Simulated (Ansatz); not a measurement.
The starting structures come from a database of crystals and need not be the phases stable at ambient conditions.

 Where the default PAW files enter, the runs use the earlier of Ansatz's two default sets.

By PBEsol, the system below comes out a metal.

Without scattering a metal conducts by its projected Fermi surface.

Input:

```xyz
16
Lattice="5.5263 0.0000 0.0000 0.0000 7.9417 0.0000 0.0000 -3.9708 6.8777" Properties=species:S:1:pos:R:3 pbc="T T T"
Hf     0.0000     3.9708     2.2926
Hf     0.0000     0.0000     4.5851
Hf     2.7631     0.0000     4.5851
Hf     2.7631     3.9708     2.2926
Hf     4.1447    -1.0049     1.7406
Hf     1.3816    -2.9659     5.1371
Hf     1.3816     1.0049     1.7406
Hf     4.1447     2.9659     5.1371
Hf     4.1447     2.0099     0.0000
Hf     1.3816     5.9318     0.0000
Ge     4.1447    -2.4253     4.2007
Ge     1.3816    -1.5456     2.6770
Ge     1.3816     2.4253     4.2007
Ge     4.1447     1.5456     2.6770
Ge     4.1447     4.8505     0.0000
Ge     1.3816     3.0911     0.0000
```

Space group of this cell: P6_3/mcm. The cell is taken as given; by PBEsol its mean pressure is -2.1 GPa.

The current flows along the normal of the first two printed cell vectors, the (100) plane of the conventional cell. No spin-orbit coupling; the value is a mean over 0.1 eV about the Fermi level.

Question: Estimate the ballistic conductance per area that PBEsol (Ansatz, a quantum-chemistry and plane-wave program) returns for this system.

Answer: 0.26 × 10¹⁵ S/m² for both spins.
